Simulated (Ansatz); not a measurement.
Take BeTe in the zinc blende structure (space group F-43m, No. 216; a = 5.657 Å) as the base.

Modification: a hydrostatic pressure of 30 GPa.

Levels (all Ansatz, an electronic-structure program, PAW): r2SCAN (500 eV, no spin-orbit coupling); HSE06+SOC (420 eV, with spin-orbit coupling).

The geometry is relaxed with r2SCAN.

| Item | Result |
|---|---|
| r2SCAN valence-band top at Γ | 0.00, 0.00, 0.00 eV |
| r2SCAN lowest conduction level above the VBM at special points | X 1.51 eV; U 2.48 eV; K 2.48 eV; Γ 3.60 eV |

With HSE06+SOC at the same geometry, the valence-band top at Γ (three highest Kramers pairs, from the VBM) changes from 0.00, 0.00, 0.00 eV to 0.00, 0.00, -1.09 eV; the lowest conduction level above the VBM at special points changes from X 1.51 eV; U 2.48 eV; K 2.48 eV; Γ 3.60 eV to X 1.46 eV; U 2.47 eV; K 2.47 eV; Γ 3.69 eV. The threefold valence maximum splits by Δso ≈ 1.09 eV.

Single points use the geometry relaxed with r2SCAN. Their cutoffs differ, which shifts pressures a little. HSE06 gaps are upper bounds (no full band path). The spin-orbit shifts are approximate. Spin-orbit coupling, missing from the scalar runs, can matter with Te. The levels and masses belong to the bands next to the band gap. Load acts through the strain it causes; cell and atoms are relaxed under it. Stability against distortions was not tested. No other phases were tried under pressure.
